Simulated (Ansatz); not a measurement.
**Random Si-Ge alloy, 4x4x4 cubic cells, lattice parameter by Vegard's rule**

Prepared with Tersoff's 1989 multicomponent potential (SiCGe.tersoff) run with LAMMPS: minimisation. Geometry as solved with PBE, support functions at accuracy medium on the grid of 370 eV run with Ansatz (a program for electronic structure).

```xyz
512
Lattice="22.04 0.00 0.00 0.00 22.04 0.00 0.00 0.00 22.04" Properties=species:S:1:pos:R:3 pbc="T T T"
Si     0.01    -0.01     0.05
Si     1.40     1.36     1.40
Si     2.76     2.76     0.03
Si     4.14     4.13     1.39
Si     2.76    -0.02     2.76
Si     4.16     1.35     4.11
Si     0.04     2.74     2.78
Si     1.38     4.17     4.10
Si    -0.01    -0.04     5.50
Ge     1.35     1.38     6.90
Ge     2.79     2.79     5.48
Si     4.17     4.16     6.91
Ge     2.80    -0.04     8.29
Si     4.15     1.40     9.68
Si    -0.01     2.78     8.32
Si     1.39     4.14     9.66
Ge    -0.02     0.00    11.02
Si     1.39     1.40    12.42
Si     2.76     2.77    11.04
Si     4.11     4.19    12.38
Si     2.72    -0.03    13.76
Ge     4.12     1.33    15.16
Si     0.00     2.76    13.77
Si     1.35     4.17    15.12
Si     0.01    -0.01    16.53
Si     1.34     1.37    17.92
Ge     2.72     2.80    16.56
Si     4.15     4.17    17.94
Ge     2.79     0.01    19.28
Si     4.16     1.41    20.71
Si     0.04     2.75    19.32
Si     1.40     4.13    20.69
Si     0.04     5.54    -0.01
Si     1.38     6.91     1.38
Si     2.75     8.29     0.01
Si     4.13     9.65     1.38
Si     2.76     5.52     2.73
Si     4.15     6.87     4.10
Si    -0.01     8.28     2.74
Si     1.35     9.68     4.11
Si     0.02     5.55     5.48
Si     1.39     6.86     6.89
Ge     2.77     8.28     5.50
Si     4.15     9.68     6.91
Si     2.76     5.50     8.27
Si     4.15     6.89     9.61
Ge    -0.01     8.27     8.26
Si     1.37     9.70     9.63
Si     0.00     5.51    11.03
Si     1.35     6.89    12.41
Ge     2.75     8.28    11.01
Si     4.13     9.70    12.40
Si     2.74     5.54    13.77
Si     4.12     6.88    15.17
Si     0.01     8.29    13.77
Si     1.39     9.66    15.13
Si     0.00     5.54    16.49
Ge     1.39     6.90    17.92
Si     2.77     8.31    16.51
Si     4.12     9.68    17.89
Si     2.78     5.51    19.33
Si     4.11     6.89    20.71
Si     0.01     8.28    19.34
Si     1.38     9.66    20.68
Si     0.00    11.03     0.00
Si     1.37    12.40     1.37
Si     2.76    13.76    -0.01
Si     4.12    15.15     1.37
Si     2.75    11.03     2.74
Si     4.12    12.39     4.13
Si     0.00    13.76     2.76
Si     1.40    15.12     4.11
Si    -0.01    11.04     5.50
Si     1.37    12.40     6.88
Si     2.76    13.76     5.50
Si     4.13    15.14     6.87
Si     2.75    11.04     8.25
Si     4.12    12.40     9.63
Si    -0.01    13.76     8.26
Si     1.36    15.14     9.63
Si     0.00    11.04    11.02
Si     1.37    12.41    12.39
Si     2.73    13.76    10.99
Ge     4.12    15.15    12.41
Si     2.76    11.05    13.77
Si     4.13    12.40    15.17
Si     0.01    13.80    13.77
Si     1.37    15.15    15.17
Si     0.04    11.06    16.49
Si     1.38    12.41    17.90
Si     2.75    13.78    16.54
Si     4.13    15.15    17.91
Si     2.74    11.03    19.28
Si     4.12    12.39    20.65
Si     0.00    13.76    19.28
Si     1.40    15.12    20.64
Ge     0.01    16.52     0.00
Si     1.41    17.90     1.41
Si     2.79    19.24     0.04
Si     4.14    20.65     1.39
Si     2.76    16.51     2.76
Si     4.13    17.89     4.14
Si     0.02    19.28     2.75
Si     1.39    20.65     4.13
Ge     0.00    16.52     5.50
Si     1.40    17.92     6.90
Si     2.76    19.27     5.51
Si     4.17    20.64     6.85
Si     2.74    16.49     8.24
Ge     4.17    17.87     9.61
Si    -0.01    19.27     8.26
Si     1.35    20.63     9.63
Si     0.00    16.52    11.02
Si     1.34    17.87    12.44
Ge     2.74    19.27    11.05
Si     4.15    20.68    12.41
Si     2.73    16.54    13.82
Si     4.13    17.90    15.16
Si    -0.02    19.26    13.80
Si     1.37    20.64    15.15
Si     0.00    16.52    16.54
Si     1.38    17.89    17.91
Si     2.74    19.27    16.53
Si     4.15    20.61    17.89
Si     2.76    16.52    19.28
Si     4.14    17.88    20.67
Si    -0.02    19.26    19.26
Ge     1.37    20.62    20.69
Si     5.50    -0.01     0.02
Si     6.86     1.35     1.41
Ge     8.22     2.79     0.03
Si     9.61     4.17     1.41
Si     8.26    -0.02     2.77
Si     9.60     1.34     4.17
Si     5.51     2.75     2.76
Si     6.89     4.13     4.14
Si     5.52    -0.01     5.49
Si     6.87     1.37     6.88
Si     8.25     2.75     5.52
Si     9.65     4.12     6.86
Si     8.23    -0.03     8.23
Ge     9.61     1.40     9.59
Si     5.51     2.75     8.28
Si     6.85     4.12     9.66
Si     5.52     0.00    11.03
Si     6.92     1.36    12.38
Si     8.24     2.78    11.03
Si     9.62     4.15    12.39
Si     8.24     0.00    13.79
Si     9.63     1.38    15.14
Ge     5.53     2.79    13.75
Si     6.92     4.18    15.16
Si     5.52    -0.07    16.53
Ge     6.87     1.39    17.91
Si     8.28     2.78    16.51
Si     9.63     4.14    17.91
Si     8.23    -0.02    19.31
Ge     9.67     1.37    20.67
Si     5.49     2.79    19.32
Si     6.85     4.19    20.66
Si     5.50     5.53     0.02
Si     6.88     6.90     1.38
Si     8.25     8.28     0.00
Si     9.66     9.62     1.35
Si     8.24     5.54     2.78
Si     9.63     6.92     4.13
Si     5.50     8.27     2.75
Si     6.85     9.62     4.16
Si     5.52     5.52     5.50
Si     6.87     6.92     6.86
Si     8.26     8.28     5.52
Si     9.63     9.65     6.90
Ge     8.26     5.52     8.27
Si     9.65     6.92     9.66
Si     5.52     8.28     8.25
Si     6.89     9.64     9.64
Si     5.50     5.53    11.01
Si     6.91     6.88    12.37
Si     8.27     8.28    11.02
Si     9.64     9.65    12.41
Si     8.27     5.54    13.77
Si     9.63     6.92    15.14
Ge     5.52     8.28    13.78
Si     6.91     9.68    15.19
Si     5.51     5.52    16.54
Si     6.91     6.89    17.88
Si     8.27     8.29    16.54
Si     9.64     9.67    17.91
Si     8.25     5.52    19.28
Si     9.60     6.93    20.64
Ge     5.51     8.27    19.29
Si     6.90     9.68    20.68
Si     5.48    11.01    -0.02
Ge     6.86    12.43     1.36
Si     8.28    13.81    -0.04
Si     9.62    15.18     1.36
Ge     8.27    10.99     2.78
Si     9.63    12.39     4.19
Si     5.47    13.80     2.78
Si     6.87    15.15     4.14
Si     5.50    11.03     5.52
Si     6.87    12.39     6.90
Si     8.22    13.75     5.50
Ge     9.64    15.14     6.88
Si     8.26    11.03     8.27
Si     9.65    12.39     9.64
Si     5.50    13.78     8.26
Si     6.89    15.14     9.63
Si     5.49    11.02    10.99
Ge     6.89    12.40    12.40
Si     8.29    13.79    10.99
Si     9.64    15.14    12.40
Si     8.29    11.01    13.81
Si     9.65    12.40    15.17
Si     5.51    13.77    13.83
Si     6.89    15.15    15.17
Si     5.51    11.05    16.54
Si     6.89    12.42    17.92
Si     8.27    13.78    16.54
Si     9.64    15.14    17.92
Si     8.27    11.05    19.29
Si     9.65    12.41    20.67
Si     5.50    13.78    19.29
Si     6.88    15.15    20.65
Si     5.51    16.51     0.00
Si     6.85    17.88     1.41
Ge     8.25    19.27     0.01
Si     9.65    20.67     1.41
Si     8.25    16.52     2.76
Si     9.65    17.90     4.12
Si     5.50    19.27     2.77
Si     6.89    20.64     4.13
Si     5.50    16.53     5.51
Si     6.89    17.90     6.86
Si     8.28    19.27     5.50
Si     9.64    20.65     6.88
Si     8.22    16.53     8.25
Ge     9.63    17.91     9.65
Si     5.54    19.29     8.22
Si     6.87    20.66     9.63
Si     5.56    16.51    11.02
Si     6.89    17.90    12.41
Si     8.22    19.31    11.05
Si     9.59    20.67    12.42
Si     8.26    16.50    13.77
Si     9.60    17.84    15.19
Si     5.49    19.27    13.77
Si     6.88    20.63    15.14
Si     5.50    16.53    16.54
Si     6.87    17.89    17.92
Si     8.22    19.23    16.51
Ge     9.60    20.66    17.87
Si     8.25    16.51    19.28
Si     9.63    17.84    20.67
Si     5.50    19.26    19.30
Si     6.84    20.67    20.66
Si    11.04    -0.02     0.05
Si    12.42     1.34     1.39
Ge    13.78     2.76    -0.01
Si    15.18     4.16     1.38
Si    13.79    -0.02     2.77
Si    15.17     1.37     4.13
Ge    11.00     2.74     2.76
Ge    12.44     4.17     4.16
Si    11.01     0.00     5.52
Si    12.41     1.37     6.88
Si    13.82     2.73     5.52
Si    15.19     4.10     6.87
Si    13.78     0.01     8.25
Si    15.15     1.37     9.63
Si    11.04     2.78     8.22
Si    12.37     4.11     9.66
Ge    11.03    -0.02    11.02
Si    12.41     1.41    12.39
Si    13.77     2.75    11.00
Si    15.17     4.10    12.36
Ge    13.79    -0.01    13.78
Si    15.22     1.36    15.16
Si    10.97     2.73    13.73
Ge    12.34     4.13    15.14
Si    11.02     0.03    16.51
Si    12.38     1.36    17.92
Ge    13.81     2.74    16.55
Si    15.19     4.15    17.95
Si    13.79     0.01    19.27
Si    15.17     1.38    20.61
Si    11.04     2.78    19.25
Si    12.40     4.15    20.62
Ge    11.01     5.54    -0.01
Si    12.42     6.92     1.40
Si    13.75     8.27    -0.01
Ge    15.16     9.65     1.39
Si    13.82     5.55     2.73
Si    15.19     6.88     4.12
Si    11.02     8.27     2.75
Si    12.35     9.69     4.11
Si    10.98     5.55     5.52
Si    12.33     6.91     6.89
Ge    13.75     8.26     5.48
Ge    15.18     9.69     6.90
Ge    13.76     5.49     8.24
Ge    15.18     6.92     9.67
Si    11.01     8.30     8.28
Si    12.39     9.68     9.64
Si    11.01     5.52    11.01
Si    12.36     6.93    12.36
Si    13.75     8.32    11.03
Si    15.15     9.67    12.39
Ge    13.77     5.52    13.71
Ge    15.17     6.92    15.16
Si    11.02     8.28    13.77
Si    12.38     9.68    15.14
Si    10.96     5.53    16.53
Ge    12.38     6.91    17.92
Si    13.75     8.32    16.51
Ge    15.15     9.68    17.93
Si    13.81     5.52    19.31
Si    15.16     6.90    20.69
Si    10.98     8.31    19.31
Si    12.38     9.66    20.68
Si    11.02    11.03     0.00
Si    12.41    12.40     1.36
Si    13.78    13.78     0.01
Si    15.16    15.16     1.37
Si    13.75    11.06     2.77
Si    15.15    12.42     4.13
Ge    11.01    13.79     2.77
Si    12.43    15.17     4.15
Si    11.01    11.03     5.54
Si    12.41    12.40     6.89
Si    13.78    13.77     5.52
Si    15.15    15.14     6.89
Si    13.76    11.06     8.30
Si    15.17    12.41     9.65
Si    11.04    13.74     8.28
Si    12.41    15.12     9.65
Si    11.01    11.03    11.04
Si    12.40    12.40    12.40
Si    13.79    13.77    11.03
Si    15.20    15.11    12.39
Si    13.78    11.04    13.78
Si    15.15    12.42    15.15
Si    11.01    13.76    13.77
Si    12.37    15.11    15.17
Si    11.02    11.04    16.54
Si    12.39    12.40    17.92
Si    13.76    13.76    16.54
Si    15.13    15.17    17.88
Si    13.74    11.05    19.33
Si    15.14    12.40    20.69
Si    11.02    13.78    19.30
Si    12.40    15.15    20.67
Si    11.03    16.52     0.01
Si    12.39    17.89     1.39
Si    13.81    19.23     0.05
Si    15.15    20.62     1.42
Si    13.79    16.52     2.75
Si    15.18    17.88     4.11
Si    11.02    19.28     2.76
Si    12.38    20.68     4.13
Si    11.04    16.55     5.49
Si    12.38    17.88     6.90
Ge    13.79    19.28     5.51
Si    15.18    20.69     6.90
Si    13.75    16.49     8.25
Ge    15.17    17.89     9.63
Si    11.04    19.29     8.25
Si    12.43    20.65     9.60
Si    11.02    16.47    11.01
Ge    12.40    17.90    12.36
Si    13.80    19.31    11.00
Si    15.19    20.65    12.37
Ge    13.81    16.49    13.80
Si    15.18    17.93    15.16
Ge    10.97    19.29    13.82
Si    12.40    20.66    15.20
Si    11.01    16.49    16.54
Si    12.43    17.85    17.88
Si    13.79    19.27    16.54
Si    15.15    20.66    17.92
Si    13.78    16.52    19.29
Si    15.16    17.89    20.68
Ge    11.03    19.22    19.28
Ge    12.45    20.65    20.71
Ge    16.53    -0.01     0.00
Si    17.89     1.42     1.39
Si    19.24     2.77     0.01
Ge    20.68     4.14     1.39
Ge    19.29    -0.01     2.75
Si    20.71     1.36     4.13
Si    16.52     2.78     2.76
Si    17.89     4.16     4.12
Si    16.53    -0.01     5.51
Si    17.89     1.34     6.91
Ge    19.28     2.74     5.50
Ge    20.68     4.18     6.91
Si    19.29    -0.01     8.26
Si    20.63     1.40     9.63
Si    16.54     2.74     8.28
Si    17.91     4.14     9.63
Si    16.54     0.00    10.99
Si    17.89     1.39    12.36
Si    19.27     2.77    11.01
Si    20.66     4.13    12.39
Ge    19.28    -0.01    13.77
Si    20.70     1.38    15.16
Si    16.52     2.73    13.74
Ge    17.92     4.12    15.14
Si    16.55    -0.03    16.55
Si    17.92     1.35    17.91
Si    19.30     2.70    16.54
Ge    20.68     4.13    17.92
Si    19.28    -0.05    19.26
Ge    20.65     1.36    20.68
Si    16.57     2.76    19.28
Si    17.90     4.15    20.68
Si    16.55     5.53     0.01
Si    17.93     6.91     1.38
Si    19.30     8.29     0.01
Si    20.67     9.66     1.37
Si    19.28     5.55     2.78
Si    20.67     6.93     4.14
Si    16.57     8.26     2.78
Si    17.92     9.66     4.13
Si    16.54     5.51     5.52
Si    17.92     6.91     6.88
Si    19.28     8.29     5.51
Si    20.64     9.68     6.86
Si    19.26     5.55     8.30
Si    20.64     6.89     9.68
Si    16.59     8.29     8.27
Si    17.94     9.66     9.65
Si    16.57     5.49    11.04
Si    17.93     6.89    12.39
Si    19.30     8.29    11.03
Si    20.69     9.66    12.39
Si    19.32     5.54    13.75
Si    20.68     6.91    15.13
Si    16.54     8.28    13.72
Ge    17.93     9.67    15.13
Si    16.53     5.50    16.56
Ge    17.92     6.90    17.94
Si    19.31     8.26    16.51
Ge    20.69     9.67    17.91
Si    19.31     5.52    19.35
Si    20.68     6.91    20.70
Si    16.53     8.29    19.35
Si    17.92     9.67    20.68
Si    16.55    11.05     0.00
Si    17.92    12.41     1.38
Si    19.30    13.77     0.02
Si    20.65    15.13     1.41
Si    19.30    11.03     2.75
Si    20.66    12.41     4.13
Si    16.53    13.78     2.75
Si    17.91    15.15     4.13
Si    16.56    11.07     5.48
Si    17.91    12.42     6.88
Si    19.29    13.78     5.51
Si    20.65    15.12     6.90
Si    19.29    11.04     8.26
Si    20.67    12.40     9.64
Si    16.53    13.78     8.27
Si    17.92    15.13     9.65
Si    16.54    11.03    11.01
Si    17.93    12.39    12.39
Si    19.29    13.77    11.02
Si    20.66    15.15    12.39
Si    19.34    11.06    13.74
Si    20.69    12.42    15.14
Si    16.55    13.75    13.77
Si    17.91    15.14    15.15
Si    16.54    11.07    16.53
Si    17.94    12.41    17.89
Si    19.31    13.78    16.52
Si    20.67    15.14    17.91
Si    19.28    11.05    19.31
Si    20.67    12.41    20.67
Ge    16.53    13.79    19.29
Si    17.94    15.16    20.70
Si    16.54    16.53     0.01
Si    17.92    17.91     1.37
Si    19.30    19.26    -0.02
Si    20.68    20.62     1.36
Si    19.28    16.53     2.75
Si    20.65    17.92     4.10
Si    16.56    19.27     2.77
Si    17.89    20.65     4.16
Si    16.51    16.49     5.49
Ge    17.92    17.89     6.88
Si    19.31    19.30     5.48
Si    20.67    20.65     6.88
Si    19.31    16.49     8.29
Si    20.67    17.89     9.65
Si    16.55    19.32     8.26
Si    17.93    20.66     9.65
Si    16.57    16.49    11.04
Si    17.92    17.89    12.40
Si    19.29    19.26    11.01
Si    20.66    20.60    12.40
Si    19.29    16.51    13.78
Si    20.66    17.88    15.16
Si    16.55    19.27    13.76
Si    17.89    20.63    15.17
Si    16.52    16.51    16.50
Ge    17.91    17.89    17.92
Si    19.30    19.28    16.51
Si    20.67    20.65    17.88
Si    19.31    16.49    19.31
Si    20.66    17.90    20.64
Si    16.51    19.29    19.31
Si    17.93    20.63    20.65
```
